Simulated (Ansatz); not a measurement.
For GeAs (I4mm, No. 107, 2 atoms in the cell; start mp-7591), LDA in Ansatz (plane waves, PAW) gives:

| Property | Value |
|---|---|
| lattice constant a | 3.655 Å |
| c axis length | 5.833 Å |
| bulk modulus B0 | 72.9 GPa |
| cohesive energy | 4.26 eV/atom |

**Question.** What does PBEsol (plane waves, PAW; Ansatz, a quantum-chemistry and plane-wave program) give for the same quantities?

**Answer.** 
- lattice constant a: 3.682 Å (increases by 0.7 %)
- lattice parameter c: 5.883 Å (increases by 0.9 %)
- bulk modulus: 68.6 GPa (shrinks by 5.9 %)
- cohesive energy: 3.76 eV/atom (drops by 0.50 eV/atom)

Changes are worked out from the printed values.

Unless a cell is named, each level is at its own relaxed cell (LDA 19.48, PBEsol 19.94 Å³/atom).

Caveats: the bulk modulus is −V dP/dV from two relaxed cells at ±2 % in volume (LDA, PBEsol); the relaxation could not lower the start's symmetry, so the cell can be a saddle point above a distorted one (LDA, PBEsol). Ansatz's density-functional and Hartree–Fock values are scalar-relativistic unless marked +SOC, with PAW data made under PBE.

A start named mp-… is a Materials Project structure, which need not be a measured phase.
